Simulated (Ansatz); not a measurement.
Worked example: self-consistent single point of Al3Ni2 (P3m1, 5 atoms in the cell) in Ansatz (a program for electronic structure).

Computed with LDA (PW92), harder PAW files (source: ansatz) made with PBE (plane waves; Ansatz).

The change in words: lattice scaled by 0.98; basis.ecutwfc: 30.9 Ry → 81.2 Ry; hamiltonian.pseudopotentials: {kind: paw} (the program's default PAW files) → {kind: paw, source: ansatz}. Reference geometry:
```xyz
5
Lattice="4.0062 0.0000 0.0000 -2.0031 3.4695 0.0000 0.0000 0.0000 4.8955" Properties=species:S:1:pos:R:3 pbc="T T T"
Al     0.0000     0.0000     0.0500
Al     0.0000     2.3130     3.1727
Al     2.0031     1.1565     1.7228
Ni     0.0000     2.3130     0.7175
Ni     2.0031     1.1565     4.1780
```

Reference input (self-consistent single point, DFT, LDA (PW92), plane waves, default PAW files made with PBE): basis.ecutwfc = 30.9 Ry; kpoints.mp_grid.grid = 10 10 7; hamiltonian.xc = lda; hamiltonian.pseudopotentials = {kind: paw} (the program's default PAW files); scf.occupations.method = fermi_dirac; scf.occupations.width = 0.0073 Ry. This run's input differs from it in these lines:

Ansatz 0.2 input:
```diff
@@ -2,13 +2,13 @@
   lattice:
-    - [4.006183, 0.000000, 0.000000]
-    - [-2.003091, 3.469456, 0.000000]
-    - [0.000000, 0.000000, 4.895503]
+    - [3.926059, 0.000000, 0.000000]
+    - [-1.963029, 3.400067, 0.000000]
+    - [0.000000, 0.000000, 4.797593]
   atoms:
-    - { symbol: Al, position_ang: [0.000000, 0.000000, 0.049998] }
-    - { symbol: Al, position_ang: [-0.000002, 2.312972, 3.172678] }
-    - { symbol: Al, position_ang: [2.003094, 1.156484, 1.722825] }
-    - { symbol: Ni, position_ang: [-0.000002, 2.312972, 0.717534] }
-    - { symbol: Ni, position_ang: [2.003094, 1.156484, 4.177969] }
+    - { symbol: Al, position_ang: [0.000000, 0.000000, 0.048998] }
+    - { symbol: Al, position_ang: [-0.000002, 2.266712, 3.109224] }
+    - { symbol: Al, position_ang: [1.963032, 1.133355, 1.688369] }
+    - { symbol: Ni, position_ang: [-0.000002, 2.266712, 0.703183] }
+    - { symbol: Ni, position_ang: [1.963032, 1.133355, 4.094410] }
 basis:
-  ecutwfc: 30.9 Ry
+  ecutwfc: 81.2 Ry
 kpoints:
@@ -20,2 +20,3 @@
     kind: paw
+    source: ansatz
 scf:
```

Output (repeated stretches shortened):

```
SCF iter   1: F=—  HF=-18770.135630 eV  |F-HF|=—  |Δ(HF+E_count)|=         —  Δρ=3.94e-2  dr2=2.30e0  ethr=3.10e-3  ⟨swp⟩=7.6  Hψ=14091  notcnv=0  defer=2
all-band conjugate gradients solve this SCF's bands
preconditioner: auto → Kerker (q_TF=auto, 2.762 Å⁻¹)
SCF iter   2: F=—  HF=-18769.788393 eV  |F-HF|=—  |Δ(HF+E_count)|=   3.47e-1  Δρ=2.74e-2  dr2=1.22e0  ethr=3.10e-3  ⟨swp⟩=2.0  Hψ=4245  notcnv=0  defer=66
   [... lines left out ...]
SCF iter   6: F=—  HF=-18769.412370 eV  |F-HF|=—  |Δ(HF+E_count)|=   7.41e-5  Δρ=2.92e-4  dr2=4.22e-5  ethr=5.50e-7  ⟨swp⟩=2.0  Hψ=4377  notcnv=0  defer=112
SCF iter   7: F=—  HF=-18769.412348 eV  |F-HF|=—  |Δ(HF+E_count)|=   2.15e-5  Δρ=8.02e-5  dr2=2.80e-6  ethr=6.12e-8  ⟨swp⟩=2.0  Hψ=4128  notcnv=0  defer=112
SCF iter   8: F=—  HF=-18769.412348 eV  |F-HF|=—  |Δ(HF+E_count)|=   4.65e-7  Δρ=2.63e-5  dr2=2.88e-7  ethr=4.06e-9  ⟨swp⟩=3.0  Hψ=6282  notcnv=0  defer=112
SCF iter   9: F=-18769.412347 eV  HF=-18769.412348 eV  |F-HF|=1.40e-8  |Δ(HF+E_count)|=   4.25e-8  Δρ=6.11e-6  dr2=1.62e-8  ethr=1.45e-10  ⟨swp⟩=12.3  Hψ=15026  notcnv=0
SCF 1 converged in 9 iterations: F = -18769.412347 eV  dr2 = 1.62e-8
Free energy (F): -18769.412347 eV
Internal energy: -18769.372710 eV  (E = F + TS)
E sigma→0 (E₀):  -18769.392529 eV
Entropy (-TS):   -0.039638 eV (-7.928 meV/atom)
Fermi energy:    13.619379 eV
--- Forces (eV/Å), atoms counted from 1 ---
  atom   1  Al     0.00000000     0.00000000    -0.22992466
  atom   2  Al    -0.00000000     0.00000000     0.05034809
  atom   3  Al     0.00000000    -0.00000000     0.10102143
  atom   4  Ni     0.00000000    -0.00000000     0.03107292
  atom   5  Ni     0.00000000     0.00000000     0.04748937
--- Stress (GPa, compression-positive) ---
        3.618219      -0.000000       0.000000
       -0.000000       3.618219      -0.000000
       -0.000000      -0.000000       2.911710
  P = ⅓ Tr σ = 3.3827 GPa (33.827 kbar)
  The stress holds the Pulay correction. Without it, at fixed plane waves, as pw.x and ABINIT print it: P = 3.3503 GPa
```

The run converged in 9 iterations. Against the reference run the pressure goes from -5.45 to 3.38 GPa and the largest force goes from 0.204 to 0.230 eV/Å.

The starting cell comes from a database of computed structures (which also holds hypothetical and non-ambient phases and stackings), without a prior relaxation at this level. Its lattice was rescaled by up to half a per cent. One atom was moved a little off its site on purpose. For this run, on top of that: lattice scaled by 0.98. Spin polarisation is off. Ansatz's pressure includes its estimate of the finite-basis (Pulay) stress.

Cost on one core of a shared machine: roughly 50 s.
